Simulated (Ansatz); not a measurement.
# Hypothetical P6_3/mmc PbS: pressure −2 GPa

Start from PbS (space group P6_3/mmc, No. 194; a = 5.0012 Å, c = 5.9825 Å; a hypothetical phase, not in the database extracts checked).

Perturbation: hydrostatic tension (pressure −2 GPa).

Calculations: r2SCAN (Ansatz, a first-principles code), no spin-orbit coupling. Γ-centred 8×8×6 mesh, Fermi–Dirac width 0.05 eV.

The volume per atom goes up by 1.64 Å³ (32.40 Å³ → 34.04 Å³) and the lattice parameter a increases by 0.165 bohr, from 9.451 bohr to 9.616 bohr. The c/a ratio falls by 0.003 to 1.193 and the enthalpy H = E + PV relative to the base's energy is -0.41 eV/atom. The band gap increases by 0.065 eV to 1.79 eV and the gap character stays direct at H. The mean gap deformation potential ΔEg/Δln V amounts to +1.3 eV and the width of the top valence band drops by 0.23 eV (2.02 eV → 1.79 eV).

Final structure:

```
PbS
1.0
    5.08851     0.00000     0.00000
   -2.54425     4.40678     0.00000
    0.00000     0.00000     6.07206
Pb S
2 2
Direct
  0.66667   0.33333   0.25000
  0.33333   0.66667   0.75000
  0.66667   0.33333   0.75000
  0.33333   0.66667   0.25000
```

Cost of the whole job for the changed cell (relaxation, final SCF and bands): very roughly 80 core-seconds.

With Pb present, leaving out spin-orbit coupling can change the band edges. Load acts through the strain it causes; cell and atoms are relaxed under it. Stability against distortions was not tested. The base started in P6_3mc and relaxed to P6_3/mmc at this level.
